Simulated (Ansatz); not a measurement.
Input:

```xyz
2
Lattice="0.0000 2.7352 2.7352 2.7352 0.0000 2.7352 2.7352 2.7352 0.0000" Properties=species:S:1:pos:R:3 pbc="T T T"
P      1.3676     1.3676     1.3676
Al     0.0000     0.0000     0.0000
```

No spin polarisation.

Level of theory: Kohn–Sham DFT with the PBEsol functional, run in Ansatz (a first-principles code) with PAW and 420 eV plane waves, without spin-orbit coupling. Settings: 10×10×10 k-points, 0.05 eV Fermi–Dirac smearing.

Predict the hole mass, gap character, electron mass and space group.

The hole mass (degenerate bands, along [100]) is 0.19, 0.54, 0.54 mₑ (at Γ) and the gap character is indirect, Γ → X. The electron mass comes out as 0.77 mₑ along k, 0.24 mₑ across (at X). The space group comes out as F-43m (No. 216).

Masses are band curvatures over ±0.01 Å⁻¹ around the edge. Along k means along the line from Γ to the band edge. Stability against distortions was not tested. The cell was made from AlAs by this change: As → P.
